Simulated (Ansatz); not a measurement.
We consider MgV₂O₆ (C2/m, No. 12), described by LDA in Ansatz (plane waves, PAW).

Run with plane-wave cutoff 500 eV, 12×12×6 k mesh (along the axes of the cell as run), gaussian smearing 0.02 eV, no spin polarisation, scalar-relativistic PAW data made under PBE.

Cell (relaxed at this level):

```
CELL_PARAMETERS angstrom
      4.55804    -1.72467    -0.31485
      4.55804     1.72467    -0.31485
     -2.25335     0.00000     6.14817
ATOMIC_POSITIONS crystal
  Mg 0.00000 0.00000 0.50000
  V  0.81507 0.81507 0.85416
  V  0.18493 0.18493 0.14584
  O  0.30986 0.30986 0.93895
  O  0.69014 0.69014 0.06105
  O  0.02617 0.02617 0.21084
  O  0.97383 0.97383 0.78916
  O  0.65505 0.65505 0.61144
  O  0.34495 0.34495 0.38856
```

Question: Estimate the band gap that the calculation returns.

Answer: 
- band gap: 2.56 eV (on the SCF k mesh)

Note: the volume lies 7 % below that of the published cell.

Computed values are for the static lattice.

The result took about 40 core-minutes (a rough figure).

Ansatz is an electronic-structure program.
